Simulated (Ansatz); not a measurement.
Given:

```
CELL_PARAMETERS angstrom
      4.20670     0.00000     0.00000
      0.00000     4.20670     0.00000
      2.10335    -2.10335     3.19648
ATOMIC_POSITIONS crystal
  Cd 0.00000 0.00000 0.00000
  Se 0.75000 0.75000 0.50000
```

No spin polarisation.

Level of theory: r2SCAN (Ansatz, a program for electronic structure, PAW, without spin-orbit coupling). k-mesh 9×9×9 (Γ-centred); smearing 0.05 eV (Fermi–Dirac).

Q: Estimate the space group.

A: I-4m2 (No. 119).

Q: What pressure (mean of the normal stresses, compression positive) does the calculation give?

A: 0.93 GPa.

The cells carry an imposed strain or load. No phonon test of stability was made. The cell was made from CdSe in the zinc blende structure (space group F-43m, No. 216) by this change: biaxial strain −3.00 %, plane normal [001], relaxed out of plane.
